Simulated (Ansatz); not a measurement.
The starting structures come from a database of crystals and need not be the phases stable at ambient conditions.

By PBEsol, the system below comes out a metal.

The ballistic (Sharvin) conductance counts the channels at the Fermi level: G/A = (e²/h) × channels of both spins per area.

Input:

```yaml
crystal:
  lattice:
    - [5.36117, 0.00000, 0.00000]
    - [-2.68059, 4.64291, 0.00000]
    - [2.68059, 1.54764, 2.18869]
  atoms:
    - { symbol: Ir, position: [0.00000, 0.50000, 0.50000] }
    - { symbol: O, position: [0.00000, 0.50000, 0.00000] }
    - { symbol: O, position: [0.50000, 0.50000, 0.00000] }
    - { symbol: O, position: [0.50000, 0.00000, 0.00000] }
```

Space group of this cell: Pm-3m, ReO3 type. The cell is taken as given; by PBEsol its mean pressure is -8.0 GPa.

The current flows along the normal of the first two printed cell vectors, the (111) plane of the conventional cell. No spin-orbit coupling; the value is a mean over 0.1 eV about the Fermi level.

Q: Give the ballistic conductance per area that PBEsol run with Ansatz (a program for electronic structure) yields.

A: 1.2 × 10¹⁵ S/m² for both spins.
